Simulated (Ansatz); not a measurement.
AlB2-type TiB₂, treated with PBE in Ansatz (plane waves, PAW).

Settings: plane-wave cutoff 520 eV, 18×18×12 k mesh (along the axes of the cell as run), Fermi–Dirac smearing 0.1 eV, perturbation theory, no spin polarisation, scalar-relativistic PAW data made under PBE.

The cell has the measured lattice parameters. Conventional cell: a = 3.0236 Å, b = 3.0236 Å, c = 3.2204 Å, α = 90.00°, β = 90.00°, γ = 120.00°.

```cif
data_B2Ti
_chemical_formula_sum 'Ti1 B2'
_space_group_name_H-M_alt 'P 1'
_space_group_IT_number 1
_cell_length_a 3.02360
_cell_length_b 3.02360
_cell_length_c 3.22040
_cell_angle_alpha 90.000
_cell_angle_beta 90.000
_cell_angle_gamma 120.000
loop_
_space_group_symop_operation_xyz
  'x, y, z'
loop_
_atom_site_label
_atom_site_type_symbol
_atom_site_fract_x
_atom_site_fract_y
_atom_site_fract_z
_atom_site_occupancy
Ti1 Ti 0.00000 0.00000 0.00000 1
B1 B 0.66667 0.33333 0.50000 1
B2 B 0.33333 0.66667 0.50000 1
```

Harmonic phonon frequencies (cm⁻¹; i marks an imaginary mode):

| q point | frequencies |
|---|---|
| Γ | 0 0 0 514 514 517 557 895 895 |
| M | 301 321 365 519 522 553 793 833 861 |
| K | 339 339 341 542 542 645 754 754 908 |
| A | 295 295 337 421 421 515 623 904 904 |

No imaginary mode appears at these points.

Note: the cell isn't this level's own, so it is under some stress, which shifts stiffness and frequencies.

Ansatz is a quantum-chemistry and plane-wave program.
